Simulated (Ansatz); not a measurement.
The reference is NaCl in the rock salt structure (space group Fm-3m, No. 225).

Space group Fm-3m (No. 225); a = 5.601 Å, b = 5.601 Å, c = 5.601 Å, α = 90.00°, β = 90.00°, γ = 90.00°

```json
[
 {"atom": "Na", "site": "4a", "symmetry": "m-3m", "x": "0.0000", "y": "0.0000", "z": "0.0000"},
 {"atom": "Cl", "site": "4b", "symmetry": "m-3m", "x": "0.5000", "y": "0.5000", "z": "0.5000"}
]
```
(The calculation used a cell of 2 atoms; values per cell refer to that cell.)

All numbers come from PBEsol (Ansatz, an electronic-structure program), no spin-orbit coupling.

For the base:

The electron mass is 0.39 mₑ (at Γ), the band gap comes out as 5.01 eV and the hole mass comes out as 0.60, 2.7, 2.7 mₑ (at Γ).

Modification: every lattice vector is shortened by 1.00 %; the atoms relax in the strained cell.

Problem. Predict the new electron mass, band gap, hole mass and energy relative to the base.

Solution. The electron mass changes from 0.39 mₑ (at Γ) to 0.38 mₑ (at Γ); the band gap increases by 0.12 eV (5.01 eV → 5.13 eV); the hole mass (degenerate bands, along [100]) becomes 0.58, 2.6, 2.6 mₑ (at Γ) (base: 0.60, 2.7, 2.7 mₑ (at Γ)); the energy goes up by 1.7 meV/atom.

Masses are band curvatures over ±0.01 Å⁻¹ around the edge. Gaps are read on the SCF mesh and a high-symmetry path. Whether these cells are dynamically stable was not tested.
